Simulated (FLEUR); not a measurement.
**Equation of state of Cu3Au-type Pt3Ti (space group 221): energy against volume (FLEUR, LDA)**

```yaml
crystal:
  lattice:
    - [3.76754, 0.00000, 0.00000]
    - [0.00000, 3.76754, 0.00000]
    - [0.00000, 0.00000, 3.76754]
  atoms:
    - { symbol: Ti, position: [0.00000, 0.00000, 0.00000] }
    - { symbol: Pt, position: [0.00000, 0.50000, 0.50000] }
    - { symbol: Pt, position: [0.50000, 0.00000, 0.50000] }
    - { symbol: Pt, position: [0.50000, 0.50000, 0.00000] }
```

Method of the run: LDA (Perdew-Zunger), all-electron FLAPW (FLEUR), scalar-relativistic valence in FLEUR. Settings: Kmax = 5.02 1/bohr; GmaxXC = 17.6 1/bohr; xcFunctional = pz; jspins = 1; l_soc = F; mode = hist; fermiSmearingEnergy = 0.00183747 Htr; mesh (inpgen div1-3) = 11 11 11; inpgen gamma flag = false; Gmax = 17.6 1/bohr; numbands = 0; maxIterBroyd = 15; imix = Anderson; alpha = 0.05; precondParam = 0; minDistance = 1e-05 me/bohr^3. The cell above is the first row's. The rows scale it uniformly. In all rows fractional positions and the k mesh are held. E is the free energy at the stated smearing, counted from the lowest row.

| V (Å^3/atom) | E (meV/atom) |
|---|---|
| 13.369 | ? |
| 13.660 | 56.38 |
| 13.951 | 24.82 |
| 14.241 | 6.53 |
| 14.532 | 0.00 |
| 14.823 | 3.90 |
| 15.113 | 17.06 |
| 15.404 | 38.42 |
| 15.695 | 67.05 |

Q: Fit E against V with the third-order Birch-Murnaghan form, a cubic in V^(-2/3), and predict the withheld value at V = 13.369.

A: With u = V^(-2/3) - 0.167, the rows have u = 0.007998, 0.005556, 0.003205, 0.000925, -0.001280, -0.003406, -0.005473, -0.007476. Least squares gives E = 0.434 - 1416.97·u + 1026404·u² + 3192970·u³. Residuals (row less fit): -0.012, 0.027, -0.011, -0.004, -0.023, 0.019, 0.010, -0.009; standard error 0.023 (degrees of freedom: 4). Its minimum lies at u = 0.000688, so V0 = (0.167688)^(-3/2) = 14.56. There d²E/du² = 2066000 and d³E/du³ = 1.916e7, so B0 = (4/9) × 14.56^(-7/3) × 2066000 × 0.160218 = 284 GPa (the last factor turns the table's units into GPa), and B0' = 4 + (2/3) × 0.167688 × (1.916e7)/2066000 = 5.0. At the withheld row, u = 0.010528, so E = 0.434 - 1416.97 × 0.010528 + 1026404 × 0.010528² + 3192970 × 0.010528³ = 103.007 meV/atom. The calculation gives 102.84 meV/atom, 0.167 meV/atom below the prediction (0.2 % of the range of E in the table). The row lies outside the fitted rows, so this is an extrapolation. From the scatter of the fitted rows alone, a prediction at this place has a standard error of 0.067 meV/atom, so the miss is 2.5 times that.

Carrying the step between the two nearest rows on in a straight line would have given 87.94, off by 14.90; series whose last step already gives the withheld value aren't shown. The scan was laid around a cell of about the measured size, scaled by a guess for this functional. The runs keep the symmetry of the cell, so they don't test it for distortions. Spin polarisation is off. Values depend on the basis (sphere radii, cutoffs, local orbitals), which need not be converged. Spin-orbit coupling is off. Cutoffs and mesh are single choices, not tested for convergence of this quantity. Series with a scatter that would blur these digits, or in which a gap closes, are not shown. Nor are scans whose minimum lies at an end fitted in this form.
